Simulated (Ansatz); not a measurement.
The parent structure is Ti in the hcp (Mg type) structure (space group P6_3/mmc, No. 194; a = 2.936 Å, c = 4.636 Å). Axes: x lies along a and z along c of the hexagonal cell.

Level of theory: r2SCAN (Ansatz, an electronic-structure program), without spin-orbit coupling.

The change: the symmetric strain tensor [-0.0063 0.0194 0.0038; 0.0194 0.0007 -0.0053; 0.0038 -0.0053 -0.0013], atoms relaxed at fixed cell.

### Question
Predict the new largest internal atomic displacement.

### Answer
The largest internal atomic displacement amounts to 0.034 Å.

### Question
Estimate the effect on the energy relative to the base.

### Answer
The energy goes up by 4.9 meV/atom.

Without a gap, meshes like the base's 18×18×10 leave anisotropic stresses uncertain by several tenths of a GPa, and small strain energies with them. Stability against distortions was not tested. The final runs are not spin-polarised.
